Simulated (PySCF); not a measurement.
PySCF 2.14.0, B3LYP/def2-svpd, df: B(F)(OH)(SH) (OB(F)S), 6 atoms. The geometry is a generated start, not checked to be a minimum at this level.

- task: energy
- method: b3lyp
- basis: def2-svpd
- two-electron scheme: density fitting
- mol.max_memory: 3000 MB
- mf.max_cycle: 100
- mf.conv_tol: 1e-09 (default)
- mf.grids.level: 3 (default)
- basis functions: 109
- grid points: 80888

```xyz
6

B     -0.3505    -0.1854    -0.1351
F     -1.5385    -0.5210    -0.6436
O      0.0506     1.0868    -0.1530
H     -0.5540     1.7356    -0.5175
S      0.6908    -1.4614     0.5839
H      1.7017    -0.6545     0.8654
```

With the defaults (mf.DIIS = CDIIS, mf.diis = true, mf.init_guess = minao, mf.diis_space = 8, mf.damp = 0, mf.diis_start_cycle = 1, mf.diis_damp = 0, mf.level_shift = 0) it converges in 12 Fock builds. One run each on 2 threads, 1 BLAS thread, with these changes:
- mf.init_guess = sap
- mf.damp = 0.7, mf.diis_start_cycle = 8
- mf.level_shift = 0.3 Hartree
- mf.DIIS = EDIIS
- mf.diis_damp = 0.3
- mf.init_guess = atom
- mf.diis = false
- mf.diis_space = 5
- mf.diis = false, mf.damp = 0.7, mf.diis_start_cycle = 999

Q: Name the settings that don't reach the solution of the defaults.

A: No convergence: mf.DIIS = EDIIS; mf.diis = false (the run ends without SCF convergence in 100 cycles). The rest reach the solution of the defaults.

| setting | Fock builds | end |
|---|---|---|
| the defaults | 12 | same solution |
| mf.init_guess = atom | 12 | same solution |
| mf.diis_damp = 0.3 | 12 | same solution |
| mf.diis_space = 5 | 13 | same solution |
| mf.damp = 0.7, mf.diis_start_cycle = 8 | 15 | same solution |
| mf.level_shift = 0.3 Hartree | 15 | same solution |
| mf.init_guess = sap | 16 | same solution |
| mf.diis = false, mf.damp = 0.7, mf.diis_start_cycle = 999 | 27 | same solution |
| mf.DIIS = EDIIS | 101 | no convergence |
| mf.diis = false | 101 | no convergence |
